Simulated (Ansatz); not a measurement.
Rh (model structure, started from the diamond type, Fd-3m, No. 227, 2 atoms in the cell), treated with PBEsol (plane waves, PAW; Ansatz, a first-principles code).

Settings: plane-wave cutoff 520 eV, 18×18×18 k mesh, Fermi–Dirac smearing 0.05 eV, no spin polarisation, scalar-relativistic PAW data made under PBE.

Cell (relaxed at this level):

```yaml
crystal:
  lattice:
    - [0.00000, 2.71635, 2.71635]
    - [2.71635, 0.00000, 2.71635]
    - [2.71635, 2.71635, 0.00000]
  atoms:
    - { symbol: Rh, position: [0.25000, 0.25000, 0.25000] }
    - { symbol: Rh, position: [0.00000, 0.00000, 0.00000] }
```

Predict the bulk modulus.


* **bulk modulus**: 151 GPa

Note: the run has no spin polarisation, so it can have missed a magnetic state; the bulk modulus is −V dP/dV from two relaxed cells at ±2 % in volume; the relaxation could raise the start's symmetry but not lower it, so the cell can be a saddle point.

The computed numbers hold no vibrational or temperature effects.

A model structure was made by putting elements into a prototype or built by hand; it is no filed structure, need not be a known phase, and can be a saddle point held by its symmetry.
